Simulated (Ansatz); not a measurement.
The parent structure is BP in the zinc blende structure (space group F-43m, No. 216; a = 4.5202 Å). Axes: x, y, z lie along the cube axes.

It is then changed as follows: the cell is compressed by 0.89 % along y with no lateral relaxation, atoms relaxed at fixed cell.

Levels (all Ansatz, an electronic-structure program, PAW): PBEsol (420 eV, spin-orbit coupling left out); r2SCAN (500 eV, no spin-orbit coupling); HSE06 (420 eV, scalar-relativistic without spin-orbit coupling).

One geometry, relaxed with PBEsol, under each level:

| level | band gap | lowest conduction level above the VBM at special points | electron mass | hole mass | pressure |
|---|---|---|---|---|---|
| PBEsol | 0.97 eV | M 1.06 eV; X 1.16 eV; S₀ 1.85 eV; S 1.85 eV | 1.3 mₑ along k, 0.22 mₑ across (off the special points) | 0.35 mₑ along y, 0.24 mₑ across (at Γ) | 1.53 GPa |
| r2SCAN | [?] | [?] | 1.3 mₑ along k, 0.22 mₑ across (off the special points) | [?] | [?] |
| HSE06 | 1.79 eV | M 1.89 eV; X 1.99 eV; S₀ 2.74 eV; Γ 4.28 eV | – | – | – |

**Question.** Give the withheld r2SCAN results.

**Answer.** 
- r2SCAN, band gap: 1.24 eV
- r2SCAN, lowest conduction level above the VBM at special points: M 1.33 eV; X 1.43 eV; S₀ 2.19 eV; S 2.19 eV
- r2SCAN, hole mass: 0.33 mₑ along y, 0.23 mₑ across (at Γ)
- r2SCAN, pressure: 3.47 GPa

Single points use the geometry relaxed with PBEsol. Their cutoffs differ, which shifts pressures a little. The hybrid gap comes from the SCF mesh plus the semilocal run's edge points and a few special points and is an upper bound. The cells carry an imposed strain or load. Masses are band curvatures over ±0.01 Å⁻¹ around the edge. Along k means along the line from Γ to the band edge. Stability against distortions was not tested. k-point labels follow each cell's own Brillouin zone.
